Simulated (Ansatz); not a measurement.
TiAl, response to strain

The reference is TiAl (space group P4/mmm, No. 123; relaxed with 0.1 eV smearing).

```
CELL_PARAMETERS angstrom
      2.79629     0.00000     0.00000
      0.00000     2.79629     0.00000
      0.00000     0.00000     4.03814
ATOMIC_POSITIONS crystal
  Ti 0.00000 0.00000 0.00000
  Al 0.50000 0.50000 0.50000
```

Cartesian axes are those of the cell as printed.

Strains are applied to the cell and any free atomic positions relax.

Level of theory: PBEsol in Ansatz (plane waves to 420 eV, PAW, no SOC).

Candidates:
(a) uniaxial strain ε_xx = +0.50 %
(b) uniaxial strain ε_xx = −3.00 %
(c) uniaxial strain ε_xx = −2.00 %
(d) uniaxial strain ε_xx = +1.00 %

Notes on the quantities. energy relative to the base: free energy F.

Question: Order them by energy relative to the base, highest first.

Answer: (b) uniaxial strain ε_xx = −3.00 % (+9.8 meV/atom), (c) uniaxial strain ε_xx = −2.00 % (+4.3 meV/atom), (d) uniaxial strain ε_xx = +1.00 % (+1.0 meV/atom), (a) uniaxial strain ε_xx = +0.50 % (+0.2 meV/atom)

No phonon test of stability was made. The final runs are not spin-polarised.

Ansatz is a program for electronic structure.
